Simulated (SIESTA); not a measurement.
Band structure of LiF (Fm-3m, 2 atoms in the cell).

```
LiF
1.0
    0.00000     2.01500     2.01500
    2.01500     0.00000     2.01500
    2.01500     2.01500     0.00000
Li F
1 1
Direct
  0.00000   0.00000   0.00000
  0.50000   0.50000   0.50000
```

Method: GGA PBE, numerical atomic orbitals DZP, PseudoDojo PBE standard norm-conserving potentials (rewritten from UPF to PSML) (SIESTA).

Settings: XC.functional = GGA; XC.authors = PBE; potentials = PseudoDojo PBE standard; PAO.BasisSize = DZP; PAO.EnergyShift = 0.01 Ry; MeshCutoff = 350 Ry; kgrid.MonkhorstPack = 7 7 7; OccupationFunction = FD; ElectronicTemperature = 20 meV; PAO.Polarization.NonPerturbative = true; MaxSCFIterations = 150; SCF.Mixer.Method = Pulay; SCF.Mixer.Weight = 0.25; SCF.Mixer.History = 6.

The starting cell has typed, rounded lattice constants, without a prior relaxation at this level. Values carry the incompleteness of an atom-centred basis.

Question: Predict the gap along the standard path and the places of the band edges.

Answer: The gap along the path is 8.99 eV, direct at Γ to within 0.01 eV.

Levels in eV from the top of the valence band on the path, bands 2 to 6:
```json
[
 {"point": "Γ", "2": "-19.89", "3": "0.00", "4": "0.00", "5": "0.00", "6": "8.99"},
 {"point": "X", "2": "-19.17", "3": "-3.00", "4": "-1.00", "5": "-1.00", "6": "14.79"},
 {"point": "W", "2": "-19.19", "3": "-2.08", "4": "-2.08", "5": "-0.80", "6": "15.10"},
 {"point": "K", "2": "-19.21", "3": "-2.50", "4": "-1.56", "5": "-0.73", "6": "14.61"},
 {"point": "L", "2": "-19.44", "3": "-2.48", "4": "-0.21", "5": "-0.21", "6": "10.90"},
 {"point": "U", "2": "-19.21", "3": "-2.50", "4": "-1.56", "5": "-0.73", "6": "14.61"}
]
```

Higher empty bands are left out: an atom-centred basis made for the valence describes them poorly.
